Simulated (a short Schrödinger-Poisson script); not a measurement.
Structure: MOS inversion layer, Si3N4 on p-type Si(100), at 300 K.

```csv
layer,material,thickness (nm),Na (cm⁻³)
1,Si3N4,5.9,-
2,Si,640,4.5e17
```

Constants are typed, rounded textbook-type inputs, not results; the design itself was drawn at random and stands for no fabricated device. Si3N4: permittivity 7.5, conduction-band edge (eV) 1.95, gap (eV) 5.1, electron mass (mₑ) 0.5. Si: permittivity 11.7, conduction-band edge (eV) 0, gap (eV) 1.124, Nv at 300 K (cm⁻³) 3.1e19.

Channel valleys (confinement mass, in-plane density-of-states mass, number): Δ2 0.916, 0.19, 2; Δ4 0.19, 0.417, 4. At the gate the conduction-band edge of layer 1 lies 2.03 eV − eVg above the Fermi level of the channel; the field vanishes at the back. Gaps are held at their typed values at every temperature. Mesh 0.03 nm at interfaces.

Solved with a short Schrödinger-Poisson script written for these runs: 1D Poisson equation in equilibrium, electrons quantum, Hartree (BenDaniel-Duke, 12 states a valley, the channel's in-plane mass for all, wave functions ending at the dielectric), parabolic valleys, classical holes, full ionisation, no traps, pinning or gate leakage.

The same stack at other levels of the model or other numerical settings:

```tsv
run	sheet density of all electrons at Vg = 1.9 V (cm⁻²)	sheet density of all electrons at Vg = 0.7 V (cm⁻²)	capacitance at Vg = 1.9 V (μF/cm²)	centroid of the channel electrons at Vg = 1.9 V (nm)	rough cost against the base
base	8.50e12	1.34e12	0.992	1.47	about 1
electrons treated as classical, Boltzmann	9.85e12	1.90e12	1.09	0.40	0.03
electrons treated as classical, Fermi-Dirac	9.56e12	1.86e12	1.05	0.57	0.2
mesh six times as coarse	8.50e12	1.34e12	0.992	1.46	0.2
one subband a valley	8.48e12	1.33e12	0.991	1.43	0.5
```

The classical rows ignore confinement, and Boltzmann statistics overrate the density once the band edge passes the Fermi level.
